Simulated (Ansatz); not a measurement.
A (7,7) blue phosphorus nanotube, relaxed period 3.287 Å, atoms relaxed at each strain.

| strain | energy (meV a period) | axial force (nN) |
|---|---|---|
| -0.015 | +64.8 | -4.35 |
| +0.015 | +62.5 | +3.91 |

These are PBE (plane waves to 420 eV, PAW; Ansatz, a first-principles code) values and carry that method's errors. Mesh 1×1×10. No spin polarisation. One-dimensional cell, images about 11 Å apart. A hypothetical model, rolled from the flat sheet. It keeps the symmetry and period of its start, so it need not be a minimum against all distortions. Buckling under compression is shut out by symmetry and the short period. Energies are free energies at a Fermi–Dirac width of 0.02 eV, from the unstrained cell.

Mean diameter 12.77 Å.

**Question.** Work out the axial stiffness dF/dε in two ways, and what it means for a modulus.

**Answer.** From the forces: (+3.91 − (-4.35))/0.030 = 275 nN. From the energies: (E₊ + E₋)/(ε² c) = 0.1273 eV/(0.015² × 3.287 Å) = 172.1 eV/Å = 276 nN. The two agree to within 1 %. Spread over the circumference π × 12.77 Å, the force value is a sheet stiffness of 69 N/m.
